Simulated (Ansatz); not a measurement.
**Pressure series in CsAuF4**

Take CsAuF₄ (space group Immm, No. 71; a = 5.495 Å, b = 6.701 Å, c = 12.463 Å; a cell from a computed database, its experimental status unchecked) as the base.

Cell and atoms are relaxed at each pressure.

Level of theory: Ansatz (a quantum-chemistry and plane-wave program), PBEsol, PAW, cutoff 420 eV, spin-orbit coupling left out.

```
case               band gap     density
-----------------  --------  ----------
base                2.57 eV  5.87 g/cm³
pressure −1 GPa     2.68 eV  5.36 g/cm³
pressure 0.9 GPa    2.47 eV  6.16 g/cm³
pressure 2.1 GPa    2.35 eV  6.46 g/cm³
pressure 4.5 GPa    2.16 eV  6.89 g/cm³
pressure 9 GPa      1.94 eV  7.47 g/cm³
pressure 22.5 GPa   1.64 eV  8.57 g/cm³
pressure 30 GPa     1.51 eV  9.01 g/cm³
```

Spin-orbit coupling, missing from the scalar runs, can matter with Au. Load acts through the strain it causes; cell and atoms are relaxed under it. No phonon test of stability was made. No other phases were tried under pressure.
